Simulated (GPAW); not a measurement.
Input and output of a self-consistent single point for SiO₂ (P4_2/mnm, 6 atoms in the cell) (GPAW).

Level of theory: LDA (Perdew-Wang 92), GPAW PAW datasets LDA (gpaw-data 1.0.1) (plane waves; GPAW).

```xyz
6
Lattice="4.1621 0.0000 0.0000 0.0000 4.1621 0.0000 0.0000 0.0000 2.6482" Properties=species:S:1:pos:R:3 pbc="T T T"
Si     2.0810     2.0810     1.3241
Si     0.0000     0.0000     0.0000
O      2.8850     2.8850     0.0000
O      1.2771     1.2771     0.0000
O      3.3581     0.8039     1.3241
O      0.8039     3.3581     1.3241
```

Reference input (self-consistent single point, DFT PBE, plane waves, GPAW PAW datasets PBE (gpaw-data 1.0.1)): mode = pw; ecut = 900 eV; xc = PBE; kpts = 4 4 6; mesh shift (steps) = 0 0 0; occupations.name = fermi-dirac; occupations.width = 0 eV; nbands = -8; convergence.density = 1e-05 e/electron; convergence.energy = 1e-05 eV/electron; convergence.bands = -6; symmetry.symmorphic = false. This run's input differs from it in these lines:

```diff
@@ -17,3 +17,3 @@
 calc = GPAW(mode={'name': 'pw', 'ecut': 900},
-            xc='PBE',
+            xc='LDA',
             kpts={'size': (4, 4, 6), 'gamma': True},
```

Its files differ too (potentials: GPAW PAW datasets LDA (gpaw-data 1.0.1)).

Output, abridged:

```
     iter     time        total  log10-change:
                         energy   eigst   dens
iter:   1 --:--:--   -56.827236   +0.47
iter:   2 --:--:--   -55.796014   -0.47  -0.78
iter:   3 --:--:--   -52.632909   -0.37  -0.83
iter:   4 --:--:--   -52.692265   -0.91  -1.18
iter:   5 --:--:--   -52.561604   -1.36  -1.36
iter:   6 --:--:--   -52.548128   -2.25  -2.03
iter:   7 --:--:--   -52.555947   -2.55  -2.50
iter:   8 --:--:--   -52.546547   -2.87  -2.19
iter:   9 --:--:--   -52.546563   -3.78  -3.37
iter:  10 --:--:--   -52.546691c  -4.13  -3.24
iter:  11 --:--:--   -52.546549c  -4.25  -3.09
iter:  12 --:--:--   -52.546533c  -4.86  -3.60
iter:  13 --:--:--   -52.546535c  -5.29  -4.06
iter:  14 --:--:--   -52.546531c  -5.51  -3.88
iter:  15 --:--:--   -52.546530c  -5.98  -4.36
iter:  16 --:--:--   -52.546530c  -6.26  -4.46
iter:  17 --:--:--   -52.546530c  -6.62  -4.48
iter:  18 --:--:--   -52.546530c  -6.99  -4.52
iter:  19 --:--:--   -52.546530c  -7.42c -4.99
iter:  20 --:--:--   -52.546530c  -7.58c -5.13c
Converged after 20 iterations.

Dipole moment: (0.000000, 0.000000, -0.000000) |e|*Ang

Energy contributions relative to reference atoms: (reference = -23829.058639)

Kinetic:        +56.706967
Potential:      -47.784981
External:        +0.000000
XC:             -62.236279
Entropy (-ST):   +0.000000
Local:           +0.767762
SIC:             +0.000000
--------------------------
Free energy:    -52.546530
Extrapolated:   -52.546530

Showing only first 2 kpts
 Kpt  Band  Eigenvalues  Occupancy
  0    14      7.75727    2.00000
  0    15      8.61586    2.00000
  0    16     14.56197    0.00000
  0    17     15.15317    0.00000

  1    14      7.46019    2.00000
  1    15      8.26846    2.00000
  1    16     15.66663    0.00000
  1    17     17.04001    0.00000

Fermi level: 11.58891

Gap: 5.946 eV
Transition (v -> c):
   [... lines left out ...]
  0 Si    0.00000    0.00000    0.00000
  1 Si   -0.00000   -0.00000    0.00000
  2 O     0.24228    0.24228    0.00000
  3 O    -0.24228   -0.24228    0.00000
  4 O    -0.24228    0.24228    0.00000
  5 O     0.24228   -0.24228    0.00000

Stress tensor:
    -0.033117     0.000000     0.000000
     0.000000    -0.033117     0.000000
     0.000000     0.000000    -0.062357
Stress (GPa, Voigt): [-5.3059 -5.3059 -9.9907  0.      0.      0.    ]
```

The run converged in 20 iterations. GPAW prints stress with tension positive. Against the reference run the largest force goes from 0.477 to 0.343 eV/Å and the gap on the mesh goes from 5.979 to 5.946 eV.

At such cutoffs GPAW's stress carries a finite-basis (Pulay) error, which enters relaxed cells too; its log prints stress with tension positive.

The starting cell comes from a database of computed structures (which also holds hypothetical and non-ambient phases and stackings), without a prior relaxation at this level. Its lattice was rescaled by a random factor within 2.5 % of one.

Cost on one core of a shared machine: roughly 50 s.
